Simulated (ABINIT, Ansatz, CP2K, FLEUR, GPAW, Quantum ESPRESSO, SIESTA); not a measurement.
HfTeS (P3m1, 3 atoms in the cell) computed with different codes at matched settings

Self-consistent single point.

```xyz
3
Lattice="3.8154 0.0000 0.0000 -1.9077 3.3042 0.0000 0.0000 0.0000 6.6061" Properties=species:S:1:pos:R:3 pbc="T T T"
Hf     0.0000     2.2028     0.1973
Te     0.0000     0.0000     4.9376
S      1.9077     1.1014     1.4712
```

All programs got the same cell, k-point mesh and kind of occupations (in Ansatz's words: kpoints.mp_grid.grid = 8 8 4; scf.occupations.method = gaussian; scf.occupations.width = 0.136 eV); potentials, basis and cutoffs are each program's usual ones.

| code | model | pressure (GPa) | largest force (eV/Å) | k-points | cutoff |
|---|---|---|---|---|---|
| ABINIT | PBEsol, norm-conserving pseudopotentials (PseudoDojo nc-sr-04 PBEsol standard) | -1.97 | 0.143 | 35 | 1116 eV |
| CP2K | PBEsol, GPW, DZVP-MOLOPT-SR-GTH basis, GTH-PBE potentials (GTH_POTENTIALS) | -1.61 | 0.236 | 132 | grid 500 Ry |
| Quantum ESPRESSO | PBEsol, GBRV 1.5 ultrasoft (PBESOL) pseudopotentials | -2.12 | 0.120 | 35 | 40 Ry |
| Ansatz | PBEsol, PAW files made with PBE | -1.95 | 0.136 | 35 | 420 eV |
| SIESTA | GGA PBEsol, numerical atomic orbitals DZP, PseudoDojo PBEsol standard norm-conserving potentials (rewritten from UPF to PSML) | -2.33 | 0.189 | 150 | grid 300 Ry |
| FLEUR | PBEsol, all-electron FLAPW (FLEUR), scalar-relativistic valence | – | 0.146 | 35 | Kmax 4.5 1/bohr |
| GPAW | PBEsol, GPAW PAW datasets PBEsol (made by gpaw-setup) | -1.93 | 0.086 | 35 | 600 eV |

Size of the force on each atom (eV/Å): Sizes of forces hide their directions.

```json
[
 {"code": "ABINIT", "Hf1": "0.143", "Te2": "0.051", "S3": "0.092"},
 {"code": "CP2K", "Hf1": "0.236", "Te2": "0.218", "S3": "0.019"},
 {"code": "Quantum ESPRESSO", "Hf1": "0.120", "Te2": "0.044", "S3": "0.076"},
 {"code": "Ansatz", "Hf1": "0.136", "Te2": "0.064", "S3": "0.072"},
 {"code": "SIESTA", "Hf1": "0.189", "Te2": "0.172", "S3": "0.018"},
 {"code": "FLEUR", "Hf1": "0.146", "Te2": "0.084", "S3": "0.061"},
 {"code": "GPAW", "Hf1": "0.086", "Te2": "0.045", "S3": "0.041"}
]
```

A dash marks a value that a program does not give, or that is left out as unsure.

The spread over the programs that give each value: pressure within 0.72 GPa; largest force within 0.150 eV/Å.

The starting cell comes from a database of computed structures (which also holds hypothetical and non-ambient phases and stackings), without a prior relaxation at this level. On Ansatz's run: Spin-orbit coupling is off.

Task: Why do the programs differ, and what cannot be compared?

Result: Differences of this kind can come from the potentials, where these differ, and from what each basis and cutoff leave unconverged. The valence holds different numbers of electrons (ABINIT 34, CP2K 24, Quantum ESPRESSO 24, Ansatz (a quantum-chemistry and plane-wave program) 48, SIESTA 34, FLEUR 48, GPAW 24). The zero of total energies and Fermi levels follows the potentials and each program's conventions, so they are not compared here. CP2K and SIESTA use small atom-centred bases, whose incompleteness enters pressures, forces and empty levels differently from a plane-wave cutoff. FLEUR treats all electrons, but the usual bases taken here (sphere radii, linearisation, local orbitals, empty states) were not tested for convergence, so the values are no reference for the others. Ansatz's pressure is given at a fixed set of plane waves, as the other plane-wave codes print theirs; with its correction for the finite basis it is -1.92 GPa. The programs reduce the same mesh by symmetry to different extents, which changes the work and not the result. In the force vectors, CP2K (by 0.170) and SIESTA (by 0.124) lie more than 0.08 eV/Å from the median of the plane-wave programs.

Left out of this page: Elk (not drawn, or without a comparable value).

Keys are those of Ansatz 0.2.
